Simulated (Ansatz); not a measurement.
Terminations of the (115) surface of diamond, measured from the surface '2 pairs of surface atoms bonded, H on every dangling bond'. Atoms come from or go to: H: ½ H2(g). ΔE is the energy of forming the row's surface from that one (negative: more stable at these reservoirs); the vacuum level's shift is aligned on the shared bottom. No zero-point or thermal terms. These are constructed structures in small cells; real faces may alloy, dewet or reconstruct in larger ones, and not all known structures of the face are among them. Slabs of about 12 Å, Fermi-Dirac smearing of 0.025 eV. Bottom of the slabs: built like the top, H on every dangling bond, free. Relaxed from the named starts with such symmetry as they have, on meshes of like density; energies extrapolated to zero smearing; spin only where a row says so; no spin-orbit coupling, no U. Brackets mark spin-polarised runs, whose order is one that fits the cell. Where a second, spin-polarised start was run, the lower counts. A dash marks a value that is undefined for that row (no clear gap, or no work function of a gapped slab) or was not read reliably on its mesh.

Method: PBE (plane waves to 420 eV, PAW; Ansatz, a first-principles code).

```
surface                                                                                                                     atoms added per 1x1  ΔE per 1x1 (eV)  slab gap (eV)  shift of the vacuum level (eV)
--------------------------------------------------------------------------------------------------------------------------  -------------------  ---------------  -------------  ------------------------------
2 pairs of surface atoms bonded, H on every dangling bond                                                                                  none             0.00           2.86                            0.00
2 pairs of surface atoms bonded, H on 5 of 6 dangling bonds, none on a paired C at depth 0.7 Å [spin, 1.0 μB a cell]                     -0.5 H                …              …                            0.37
2 pairs of surface atoms bonded, no caps [spin start, no net moment]                                                                       -3 H             4.87           1.75                            2.82
2 pairs of surface atoms bonded, H on 5 of 6 dangling bonds, none on a paired C at depth 0.0 Å [spin, 1.0 μB a cell]                     -0.5 H                …           1.54                            0.51
2 pairs of surface atoms bonded, H on all but both atoms of one pair (paired C at depth 0.7 Å)                                             -1 H                …           1.84                            0.69
2 pairs of surface atoms bonded, H on all but both atoms of one pair (paired C at depth 0.0 Å) [spin start, no net moment]                 -1 H             1.82           2.00                            0.96
unpaired: 0 pairs of surface atoms bonded, no caps (2 C–C bonds formed) [spin start, no net moment]                                        -3 H             4.87           1.75                            2.82
```

Question: Complete the blanks.

Answer: 
- 2 pairs of surface atoms bonded, H on 5 of 6 dangling bonds, none on a paired C at depth 0.7 Å [spin, 1.0 μB a cell], ΔE per 1x1 (eV): 1.12
- 2 pairs of surface atoms bonded, H on 5 of 6 dangling bonds, none on a paired C at depth 0.7 Å [spin, 1.0 μB a cell], slab gap (eV): 1.40
- 2 pairs of surface atoms bonded, H on 5 of 6 dangling bonds, none on a paired C at depth 0.0 Å [spin, 1.0 μB a cell], ΔE per 1x1 (eV): 1.14
- 2 pairs of surface atoms bonded, H on all but both atoms of one pair (paired C at depth 0.7 Å), ΔE per 1x1 (eV): 1.78
